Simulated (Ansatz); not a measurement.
Short convergence ladders for K (Im-3m, 1 atom in the cell)

```
K
1.0
   -2.65320     2.65320     2.65320
    2.65320    -2.65320     2.65320
    2.65320     2.65320    -2.65320
K
1
Direct
  0.00000   0.00000   0.00000
```

Base method: PBE (plane waves, PAW; Ansatz, a program for electronic structure).

Base settings: basis.ecutwfc = 420 eV; kpoints.mp_grid.grid = 9 9 9; hamiltonian.xc = pbe; hamiltonian.pseudopotentials = {kind: paw} (the program's default PAW files); scf.occupations.method = fermi_dirac; scf.occupations.width = 0.1 eV.

The count of work is k-points × plane waves × bands × iterations; it is no time. 

**The width of Fermi-Dirac smearing**

In this ladder: kpoints.mp_grid.grid = 15 15 15.

Narrow widths need finer meshes than wide ones, so the last steps can hold mesh noise.

Only quantities that move along the ladder and can be compared are tabulated; pressure and forces are left out, as mesh noise rules them at narrow widths.

```csv
scf.occupations.width,free energy less the last step's (meV/atom),energy extrapolated to zero width less the last step's (meV/atom)
1 eV,-1181.32,-107.80
0.5 eV,-316.31,-7.99
0.3 eV,-113.25,-0.87
0.2 eV,-48.76,-0.59
0.1 eV,-9.95,-0.41
0.05 eV,0.00,0.00
```

Widest scf.occupations.width that holds the energy extrapolated to zero width within 2 meV/atom of the last step, with all finer ones: 0.3 eV; the step before is off by 8.0 meV/atom.

Widest scf.occupations.width that holds the free energy within 5 meV/atom: not settled: the last two steps still differ by 10.0 meV/atom, over half the tolerance, so the ladder does not show it.

The extrapolation to zero width removes most of the smearing's effect on the energy.

**The width of Methfessel-Paxton smearing**

In this ladder: kpoints.mp_grid.grid = 15 15 15; scf.occupations.method = methfessel_paxton.

Narrow widths need finer meshes than wide ones, so the last steps can hold mesh noise.

Only quantities that move along the ladder and can be compared are tabulated; pressure and forces are left out, as mesh noise rules them at narrow widths.

```tsv
scf.occupations.width	free energy less the last step's (meV/atom)
1 eV	2.11
0.5 eV	-0.69
0.3 eV	-0.74
0.2 eV	-0.58
0.1 eV	-0.13
0.05 eV	0.00
```

Widest scf.occupations.width that holds the free energy within 0.5 meV/atom of the last step, with all finer ones: 0.1 eV; the step before is off by 0.58 meV/atom.

**The mesh under tetrahedron occupations**

In this ladder: scf.occupations.method = tetrahedron; scf.occupations.width = default.

Only quantities that move along the ladder and can be compared are tabulated.

| kpoints.mp_grid.grid | free energy less the last step's (meV/atom) | count of work / last |
|---|---|---|
| 4 4 4 | -36.42 | 0.036 |
| 5 5 5 | -11.86 | 0.033 |
| 6 6 6 | -5.49 | 0.062 |
| 7 7 7 | -2.37 | 0.065 |
| 9 9 9 | 0.23 | 0.11 |
| 11 11 11 | 0.17 | 0.18 |
| 13 13 13 | 0.06 | 0.27 |
| 16 16 16 | 0.00 | 0.57 |
| 20 20 20 | 0.00 | 1.0 |

Coarsest kpoints.mp_grid.grid that holds the free energy within 1 meV/atom of the last step, with all finer ones: 9 9 9, at 0.11 of the last step's count of work; the step before is off by 2.4 meV/atom.

On the base run: the starting cell has typed, rounded lattice constants, without a prior relaxation at this level. Its lattice was rescaled by up to half a per cent. Ansatz's pressure includes its estimate of the finite-basis (Pulay) stress.

Left out of this page: 4 runs of the series outside the window shown, repeating another row's setting, or not comparable.

Keys are those of Ansatz 0.2.
